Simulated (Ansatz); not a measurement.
SiH4 on the (111) surface of germanium (2x2 Ge adatom at T4; a constructed slab, bottom: 4 H on 4 bottom sites), one in a cell of 57 Å², energies for each. Energies are against SiH4(g), without zero-point or thermal terms; each row is named by its start (#2, #3: further inequivalent places of a kind).

All values below come from PBE with D3(BJ) dispersion (plane waves to 420 eV, PAW; Ansatz, an electronic-structure program).

Slab: 42 atoms, 13.7 Å thick at the start with caps and adatoms under the adsorbate (thin: gaps and levels are the slab's own); k 3x3x1, smearing 0.01 eV, dipole-corrected; 20 atoms held, the rest relaxed; each run with such symmetry as its start has; no spin, no spin-orbit, no U.

A negative adsorption energy means that the adsorbate is more stable on the surface than in its reference. Starts that drift may end in the same place. Heights count from the host atoms within 0.3 Å of the top one.

```tsv
starting site	E_ads (eV)	height (Å)	nearest host atom (Å)	bonded to	Δ work function (eV)	lateral drift (Å)
top Ge	-0.12	3.60	Ge 3.60	none within bonding distance	-0.09	0.0
top Ge #2	-0.19	2.76	Ge 3.54	none within bonding distance	0.14	0.0
over Ge at depth 1.5 Å	-0.31	1.69	Ge 3.81	none within bonding distance	-0.01	2.1
bridge Ge-Ge (span 4.7 Å)	-0.25	2.19	Ge 3.74	none within bonding distance	0.02	2.0
```
